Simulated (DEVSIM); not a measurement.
Device: abrupt GaAs n-p junction, at 300 K.

```tsv
layer (left to right)	material	thickness (μm)	Nd (cm⁻³)	Na (cm⁻³)	τn (s)	τp (s)
1	GaAs	4.80	4.8e14	-	2e-8	2e-8
2	GaAs	26.0	-	2.5e17	2e-8	2e-8
```

Left contact: ohmic. Right contact: ohmic. Voltage is applied to the left contact. Recombination: SRH at mid-gap, radiative. Mobility is constant in doping.

Constants are typed, rounded textbook-type inputs, not results; the design itself was drawn at random and stands for no fabricated device. Values at 300 K.

```
parameter        GaAs
-------------  ------
gap (eV)        1.424
affinity (eV)    4.07
permittivity     12.9
Nc (cm⁻³)      4.7e17
Nv (cm⁻³)        9e18
μn (cm²/Vs)      8500
μp (cm²/Vs)       400
B (cm³/s)       2e-10
```

Simulated with DEVSIM: 1D drift-diffusion, Boltzmann statistics, complete ionisation; no tunnelling, impact ionisation, image-force lowering or self-heating.

**Question.** Tabulate band edges, carrier densities and field at -1.05 V on the left contact.

**Answer.** Energies count from the Fermi level of the right contact; mesh points crowd at the junctions.

```csv
x (μm),Ec (eV),Ev (eV),n (cm⁻³),p (cm⁻³),field (V/cm)
0.000,1.228,-0.196,4.8e14,< 1e2,-160
0.03717,1.227,-0.197,4.9e14,1.3e13,-160
0.1377,1.226,-0.198,5.2e14,4.8e13,-160
0.3861,1.222,-0.202,6.0e14,1.3e14,-130
1.411,1.212,-0.212,8.8e14,4.0e14,-77
3.270,1.201,-0.223,1.3e15,8.6e14,-48
4.211,1.197,-0.227,1.6e15,1.1e15,-34
4.649,1.209,-0.215,1.0e15,2.0e15,1700
4.758,1.250,-0.174,2.0e14,1.0e16,7800
4.798,1.303,-0.121,2.6e13,8.0e16,24000
4.835,1.332,-0.092,8.4e12,2.5e17,580
4.984,1.333,-0.091,8.2e12,2.5e17,≈ 0
5.308,1.333,-0.091,8.0e12,2.5e17,≈ 0
6.134,1.333,-0.091,7.5e12,2.5e17,≈ 0
9.778,1.332,-0.092,5.8e12,2.5e17,≈ 0
17.54,1.332,-0.092,3.0e12,2.5e17,≈ 0
25.51,1.332,-0.092,1.1e12,2.5e17,≈ 0
28.82,1.331,-0.093,4.0e11,2.5e17,≈ 0
30.26,1.331,-0.093,1.1e11,2.5e17,≈ 0
30.60,1.331,-0.093,4.0e10,2.5e17,≈ 0
30.74,1.331,-0.093,1.2e10,2.5e17,≈ 0
30.80,1.331,-0.093,< 1e2,2.5e17,≈ 0
```
